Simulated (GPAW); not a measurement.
**Short convergence ladders for MgS (R3m, 2 atoms in the cell)**

```yaml
crystal:
  lattice:
    - [0.00000, 2.84729, 2.84729]
    - [2.84729, 0.00000, 2.84729]
    - [2.84729, 2.84729, 0.00000]
  atoms:
    - { symbol: Mg, position: [0.00507, 0.00507, 0.00507] }
    - { symbol: S, position: [0.75000, 0.75000, 0.75000] }
```

Base method: LDA (Perdew-Wang 92), GPAW PAW datasets LDA (gpaw-data 1.0.1) (plane waves; GPAW).

Base settings: mode = pw; ecut = 850 eV; xc = LDA; kpts = 3 3 3; mesh shift (steps) = 0 0 0; occupations.name = fermi-dirac; occupations.width = 0 eV; nbands = -8; convergence.density = 1e-05 e/electron; convergence.energy = 1e-05 eV/electron.

The count of work is k-points × plane waves × bands × iterations; it is no time. 

**Shifted k-point meshes**

In this ladder: kpts_shift = 0.5 0.5 0.5.

Only quantities that move along the ladder and can be compared are tabulated.

| kpts | free energy less the last step's (meV/atom) | largest difference of a force vector from the last step's (eV/Å) | count of work / last |
|---|---|---|---|
| 2 2 2 | 7.10 | 0.070 | 0.0059 |
| 4 4 4 | -0.12 | 0.006 | 0.024 |
| 6 6 6 | -0.01 | 0.003 | 0.088 |
| 8 8 8 | 0.00 | 0.000 | 0.15 |
| 10 10 10 | 0.00 | 0.001 | 0.27 |
| 12 12 12 | 0.00 | 0.000 | 0.47 |
| 14 14 14 | 0.00 | 0.001 | 0.88 |
| 16 16 16 | 0.00 | 0.000 | 1.0 |

Coarsest kpts that holds the free energy within 0.5 meV/atom of the last step, with all finer ones: 4 4 4, at 0.024 of the last step's count of work; the step before is off by 7.1 meV/atom.

Coarsest kpts that holds the forces within 0.01 eV/Å of the last step, with all finer ones: 4 4 4, at 0.024 of the last step's count of work; the step before is off by 0.070 eV/Å.

**The width of Fermi-Dirac smearing**

The mesh stays at the base's, so the ladder's end is converged at best in this setting alone.

Only quantities that move along the ladder and can be compared are tabulated; the gap is left out on so coarse a mesh.

```tsv
occupations.width	free energy less the last step's (meV/atom)	pressure (GPa)	largest difference of a force vector from the last step's (eV/Å)
1 eV	-214.26	-0.36	0.016
0.5 eV	-10.19	-2.17	0.006
0.2 eV	-0.02	-2.41	0.000
0.1 eV	0.00	-2.41	0.000
0.02 eV	0.00	-2.41	0.000
```

Widest occupations.width that holds the free energy within 1 meV/atom of the last step, with all finer ones: 0.2 eV; the step before is off by 10 meV/atom.

Widest occupations.width that holds the forces within 0.01 eV/Å of the last step, with all finer ones: 0.5 eV; the step before is off by 0.016 eV/Å.

Widest occupations.width that holds the pressure within 0.05 GPa of the last step, with all finer ones: 0.2 eV; the step before is off by 0.24 GPa.

**The setting conv density**

Moved along: convergence.energy, convergence.eigenstates.

The mesh stays at the base's, so the ladder's end is converged at best in this setting alone.

Only quantities that move along the ladder and can be compared are tabulated; the gap is left out on so coarse a mesh.

| convergence.density | pressure (GPa) | largest difference of a force vector from the last step's (eV/Å) |
|---|---|---|
| 0.01 e/electron | -3.02 | 0.076 |
| 0.001 e/electron | -2.41 | 0.031 |
| 0.0001 e/electron | -2.39 | 0.002 |
| 1e-05 e/electron | -2.41 | 0.001 |
| 1e-06 e/electron | -2.41 | 0.000 |
| 1e-07 e/electron | -2.41 | 0.000 |

Coarsest convergence.density that holds the forces within 0.005 eV/Å of the last step, with all finer ones: 0.0001 e/electron; the step before is off by 0.031 eV/Å.

Coarsest convergence.density that holds the pressure within 0.05 GPa of the last step, with all finer ones: 0.001 e/electron; the step before is off by 0.61 GPa.

On the base run: the starting cell comes from a database of computed structures (which also holds hypothetical and non-ambient phases and stackings), without a prior relaxation at this level. Its lattice was rescaled by up to half a per cent. One atom was moved a little off its site on purpose.
